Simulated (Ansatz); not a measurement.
Pressure series in WSi2

Consider WSi₂ (space group I4/mmm, No. 139; a = 3.212 Å, c = 7.804 Å).

Cell and atoms are relaxed at each pressure.

All numbers come from r2SCAN (Ansatz, an electronic-structure program), no spin-orbit coupling.

```csv
change,density,shortest interatomic distance
base,9.90 g/cm³,2.577 Å
pressure −2 GPa,9.82 g/cm³,2.582 Å
pressure −1 GPa,9.86 g/cm³,2.580 Å
pressure 1.8 GPa,9.98 g/cm³,2.573 Å
pressure 4.2 GPa,10.08 g/cm³,2.569 Å
pressure 9 GPa,10.26 g/cm³,2.561 Å
pressure 18 GPa,10.59 g/cm³,2.547 Å
pressure 30 GPa,10.98 g/cm³,2.526 Å
pressure 45 GPa,11.42 g/cm³,2.488 Å
pressure 60 GPa,11.82 g/cm³,2.456 Å
```

Load acts through the strain it causes; cell and atoms are relaxed under it. Stability against distortions was not tested. No other phases were tried under pressure. All final runs are without spin polarisation.
